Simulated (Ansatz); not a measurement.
An Ansatz (a quantum-chemistry and plane-wave program) input (PBEsol/PAW in Ansatz, scalar-relativistic without spin-orbit coupling):

Ansatz 0.2 input:
```yaml
crystal:
  lattice:
    - [3.1552158626, 0, 0]
    - [-1.5776079313, 2.7324970914, 0]
    - [0, 0, 3.5938660956]
  atoms:
    - { symbol: Zr, position: [0, 0, 0] }
    - { symbol: B, position: [0.6666666667, 0.3333333333, 0.5] }
    - { symbol: B, position: [0.3333333333, 0.6666666667, 0.5] }
basis: { ecutwfc: 420, ecutrho_ratio: 4, xc_grid: 2, fft_grid_basis: typed }
kpoints: { mp_grid: { grid: [21, 21, 17] } }
hamiltonian:
  xc: pbesol
  dispersion: none
  pseudopotentials: { kind: paw }
scf: { occupations: { method: fermi_dirac, width: 0.1 }, convergence: { dr2_threshold: 0.0000000003 } }
relax: { f_tol: 0.005, max_steps: 50 }
output: { forces: true, stress: true }
checkpoint: { write: state.ck, write_every: 1000 }
```

Question: Which symmetry and how many k-points will the program report, and about how many plane waves at Γ?

Answer: Space group P6/mmm (ITA 191) with 24 operations, k-points 432 of 7497, and 565 plane waves at Γ.

Question: And the final pressure?

Answer: -5.49 GPa (compression positive).

The cells carry an imposed strain or load. No phonon test of stability was made. All final runs are without spin polarisation. The cell was made from ZrB₂ (space group P6/mmm, No. 191) by this change: uniaxial strain ε_zz = +2.50 %.
